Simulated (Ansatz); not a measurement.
**Hypothetical P-62m Y3Si5, response to strain**

The parent structure is Y₃Si₅ (space group P-62m, No. 189; a = 6.5018 Å, c = 4.1508 Å; a hypothetical phase, not in the database extracts checked). Axes: x lies along a and z along c of the hexagonal cell.

Strains are applied to the cell and any free atomic positions relax; under biaxial strain the out-of-plane vector relaxes too.

Levels (all Ansatz, a program for electronic structure, PAW): PBEsol (420 eV, without spin-orbit coupling); r2SCAN (500 eV, no spin-orbit coupling).

Pressures by level, all at the geometries relaxed with PBEsol:

| case | PBEsol | r2SCAN |
|---|---|---|
| base | 0.0 GPa | 3.1 GPa |
| biaxial strain −0.32 %, plane normal [001], relaxed out of plane | 0.3 GPa | 3.4 GPa |
| isotropic strain −2.38 % | 7.7 GPa | 11.3 GPa |
| isotropic strain +3.17 % | -6.7 GPa | [?] |
| isotropic strain +3.58 % | -7.3 GPa | [?] |

Some entries are withheld; estimate them.


- isotropic strain +3.17 %, r2SCAN: -4.4 GPa
- isotropic strain +3.58 %, r2SCAN: -5.1 GPa

Single points use the geometry relaxed with PBEsol. Their cutoffs differ, which shifts pressures a little. Without a gap, meshes like the base's 8×8×11 leave anisotropic stresses uncertain by several tenths of a GPa, and small strain energies with them. Whether these cells are dynamically stable was not tested. The final runs are not spin-polarised. An odd electron count without spin: Y3Si5.
